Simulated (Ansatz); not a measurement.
# CdSe: element substitutions

Base system: CdSe in the zinc blende structure (space group F-43m, No. 216; a = 6.133 Å).

Each row replaces one element on all its sites; cell and atoms are relaxed.

Computed with plane-wave PAW DFT at the r2SCAN level (Ansatz, an electronic-structure program, 500 eV), no spin-orbit coupling.

```tsv
change	band gap	density
base	1.04 eV	5.51 g/cm³
Se → Te	…	…
Cd → In	zero	4.66 g/cm³
Se → Ir	zero	9.52 g/cm³
```

Task: Complete the table.

Result: 
- Se → Te, band gap: 1.17 eV
- Se → Te, density: 5.65 g/cm³

Spin-orbit coupling, missing from the scalar runs, can matter with Te. No phonon test of stability was made. As relaxed here, InSe and CdIr are hypothetical phases, not in the database extracts checked. All final runs are without spin polarisation. An odd electron count without spin: InSe and CdIr. CdIr has a high density of states at the Fermi level and may be magnetic at this level.
